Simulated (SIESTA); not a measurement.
SIESTA is run on Cs3Bi2Br9 (P-3m1, 14 atoms in the cell), and the run fails. The aim is a self-consistent single point with DFT, GGA PBEsol, numerical atomic orbitals TZP, PseudoDojo PBEsol standard norm-conserving potentials (rewritten from UPF to PSML).

Cell that was meant: a = 7.9720 Å, b = 7.9720 Å, c = 9.8670 Å, α = 90.00°, β = 90.00°, γ = 120.00°.

Part of the input:

```
OccupationMPOrder            1
ElectronicTemperature        50.0 meV

MaxSCFIterations             2
SCF.Mixer.Method             Pulay
SCF.Mixer.Weight             0.25
SCF.Mixer.History            8
```

Output, abridged:

```
        iscf     Eharris(eV)        E_KS(eV)     FreeEng(eV)     dDmax    Ef(eV) dHmax(eV)
   scf:    1   -10215.875687   -10206.377021   -10206.377021  0.936945 -4.261401  7.965337
   scf:    2   -10211.272056   -10209.502581   -10209.502581  0.094909 -2.847645  3.159676
SCF_NOT_CONV: SCF did not converge in maximum number of steps (required).
SCF_NOT_CONV: SCF did not converge in maximum number of steps (required).
Geom step, scf iteration, dDmax, dHmax:    0     2      0.094909     0.232232
Geom step, scf iteration, dDmax, dHmax:    0     2      0.094909     0.232232

ABNORMAL_TERMINATION
ABNORMAL_TERMINATION
Stopping Program from Node:    0
Stopping Program from Node:    0
```

Diagnose the run.

The fault is an iteration limit that is too low. The loop is cut before its threshold is met, so whatever is printed at the end is not self-consistent. To fix it, raise the limit, or leave it to the default. The run ended unconverged after 2 iterations.

The sound input it was made from differs as follows (other fixes are possible):
```diff
-MaxSCFIterations             2
+MaxSCFIterations             150
```

With that input, the run converged in 12 iterations: free energy E − TS -10210.0424 eV; top of the valence band (on the code's own zero) -5.58 eV; gap on the k-point mesh 2.51 eV; pressure -0.59 GPa; largest force (vector length) 0.454 eV/Å (DFT, GGA PBEsol, numerical atomic orbitals TZP, PseudoDojo PBEsol standard norm-conserving potentials (rewritten from UPF to PSML)).

On the sound input: the starting cell comes from a database of published, mostly measured structures (it also holds non-ambient and calculated ones), without a prior relaxation at this level. Spin-orbit coupling is off. Values carry the incompleteness of an atom-centred basis. The basis of the alkali or alkaline-earth atoms may lack their empty d shell, which can raise the gap.
